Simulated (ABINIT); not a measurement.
A self-consistent single point of Cl (P1, 4 atoms in the cell) with ABINIT.

Computed with LDA (PW92), norm-conserving pseudopotentials (PseudoDojo nc-sr-04 LDA standard) (plane waves; ABINIT 10.0.3).

```xyz
4
Lattice="2.2400 -3.1200 0.0000 2.2400 3.1200 0.0000 0.0000 0.0000 8.2600" Properties=species:S:1:pos:R:3 pbc="T T T"
Cl     3.9563     0.0031     7.3626
Cl     2.7792     0.0069     3.3188
Cl     1.6880     0.0119     5.0206
Cl     0.5365    -0.0219     0.8181
```

Reference input (self-consistent single point, DFT, PBE, plane waves, norm-conserving pseudopotentials (PseudoDojo nc-sr-05 PBE standard)): pseudos = [Cl.upf]; ecut = 29 Ha; ixc = 11; occopt = 3; tsmear = 0.00036749 Ha; ngkpt = 5 5 2; nshiftk = 1; shiftk = 0 0 0; potentials = PseudoDojo nc-sr-05 PBE standard; nband = 19; kptopt = 1; nstep = 100. This run's input differs from it in these lines:

```diff
@@ -1,2 +1,2 @@
-# Cl, PseudoDojo nc-sr-05 PBE standard
+# Cl, PseudoDojo nc-sr-04 LDA standard
 pp_dirpath "./"
@@ -17,4 +17,4 @@
          0.1232530000    0.1162440000    0.0990400000
-ecut 29 Ha
-ixc 11
+ecut 28 Ha
+ixc 7
 occopt 3
```

Its files differ too (potentials: PseudoDojo nc-sr-05 PBE standard → PseudoDojo nc-sr-04 LDA standard).

The program printed (abridged):

```
--- !BeginCycle
solver: {iscf: 7, nstep: 100, nline: 4, wfoptalg: 0, }
tolerances: {toldfe: 1.00E-09, }
...

     iter   Etot(hartree)      deltaE(h)  residm     vres2
 ETOT  1  -65.556996591835    -6.556E+01 2.874E-02 2.362E+01
 ETOT  2  -65.585634895332    -2.864E-02 6.542E-03 2.395E+00
 ETOT  3  -65.586084838044    -4.499E-04 7.225E-04 2.328E-01
 ETOT  4  -65.586127612700    -4.277E-05 6.723E-04 4.198E-02
 ETOT  5  -65.586131948018    -4.335E-06 1.542E-04 5.714E-03
 ETOT  6  -65.586132341699    -3.937E-07 2.936E-04 7.201E-04
 ETOT  7  -65.586132406524    -6.483E-08 1.601E-04 1.049E-04
 ETOT  8  -65.586132409921    -3.397E-09 1.954E-04 2.438E-05
 ETOT  9  -65.586132410428    -5.070E-10 1.378E-04 5.182E-06
 ETOT 10  -65.586132410552    -1.239E-10 1.076E-04 6.900E-07
 At SCF step   10, etot is converged :
  for the second time, diff in etot=  1.239E-10 < toldfe=  1.000E-09

 Cartesian components of stress tensor (hartree/bohr^3)
  sigma(1 1)=  9.54781634E-05  sigma(3 2)= -4.57463617E-07
  sigma(2 2)=  4.11528452E-05  sigma(3 1)= -4.15917513E-06
  sigma(3 3)=  1.21641553E-04  sigma(2 1)= -4.54471343E-07

 ----iterations are completed or convergence reached----

 reduced coordinates (array xred) for    4 atoms
       0.882597000000      0.883602000000      0.891359000000
       0.619266000000      0.621468000000      0.401787000000
       0.374885000000      0.378686000000      0.607815000000
       0.123253000000      0.116244000000      0.099040000000
 cartesian forces (eV/Angstrom) at end:
    1      0.13320580461575    -0.01002275570231     0.12362622149685
   [... lines left out ...]
 Fermi (or HOMO) energy (eV) =   0.58876   Average Vxc (eV)=  -8.44117
   [... lines left out ...]
total_energy        : -6.55861324105521E+01
total_energy_eV     : -1.78468942491632E+03
band_energy         : -6.89084051612601E+00
...

-Cartesian components of stress tensor (GPa)         [Pressure= -2.5329E+00 GPa]
- sigma(1 1)=  2.80906408E+00  sigma(3 2)= -1.34590420E-02
- sigma(2 2)=  1.21075830E+00  sigma(3 1)= -1.22367137E-01
- sigma(3 3)=  3.57881743E+00  sigma(2 1)= -1.33710063E-02

 Calculation completed.
```

The run converged in 10 iterations. Against the reference run the pressure goes from 0.59 to -2.53 GPa, the largest force goes from 0.071 to 0.235 eV/Å and the gap on the mesh goes from 2.398 to 2.241 eV.

The starting cell has typed, rounded lattice constants, without a prior relaxation at this level. Its atoms were displaced at random from the sites of space group no. 64.

Cost on one core of a shared machine: roughly 70 s.
